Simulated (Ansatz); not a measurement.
The starting structures come from a database of crystals and need not be the phases stable at ambient conditions.

Tunnelling through a barrier is set by its complex band structure: the current falls as exp(−2κd) with the smallest κ.

Here is the system:

```xyz
16
Lattice="8.8101 0.0000 0.0000 4.2226 8.5733 0.0000 -4.2234 -2.2591 3.7773" Properties=species:S:1:pos:R:3 pbc="T T T"
Zn     5.5490     4.4000     3.0991
Zn     1.8455     0.8975     1.7879
Si     3.2764     7.0955     2.1265
Si     8.3790     3.5950     0.8120
Cu     5.5322     1.1918     1.2071
Cu     1.8225     4.0062     3.6688
Cu     8.4610     6.6763     2.7798
Cu     3.1668     3.9574     0.1585
S      8.1356     5.7225     0.6975
S      0.2531    -0.0608     3.2001
S      3.9588     0.4246     2.6564
S      4.4746     5.4970     1.3424
S      1.8020     6.2750     3.4470
S      6.8867     2.7833     2.1178
S     11.1563     8.1088     0.4869
S      1.5330     3.1829     1.5559
```

Space group of this cell: Pc. The cell is taken as given; by PBEsol its mean pressure is -1.0 GPa.

Transport runs along the normal of the first two printed cell vectors.

No gap correction and no spin-orbit coupling; mid-gap values are interpolated between computed energies.

Task: Predict the band gap and the smallest decay constant κ at mid-gap from PBEsol (Ansatz, a program for electronic structure).

Result: Gap 1.65 eV on a 8×4×8 mesh; κ = 0.153 1/Å, at the zone centre.
